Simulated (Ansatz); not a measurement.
**Response to strain in MgO**

The reference is MgO in the rock salt structure (space group Fm-3m, No. 225; a = 4.159 Å). Axes: x, y, z lie along the cube axes.

Strains are applied to the cell and any free atomic positions relax; under biaxial strain the out-of-plane vector relaxes too.

The values are results of LDA/PAW in Ansatz (a quantum-chemistry and plane-wave program), no spin-orbit coupling, not measurements.

| biaxial strain, plane normal [111], relaxed out of plane (%) | band gap (eV) |
|---|---|
| -2.5 | 5.35 |
| -2.08 | 5.30 |
| -1.67 | ? |
| -1.25 | 5.19 |
| -0.83 | 5.14 |
| -0.42 | 5.09 |
| 0 | 5.03 |

**Question.** Fit E_g = E₀ + Dε (ε in %) to the rows shown and predict the withheld row.

**Answer.** Least squares on the printed values gives E₀ = 5.03 eV, D = -127 meV per % of strain (largest residual 0.00 eV); this predicts 5.25 eV, and the run gives 5.25 eV, in agreement.

Whether these cells are dynamically stable was not tested.
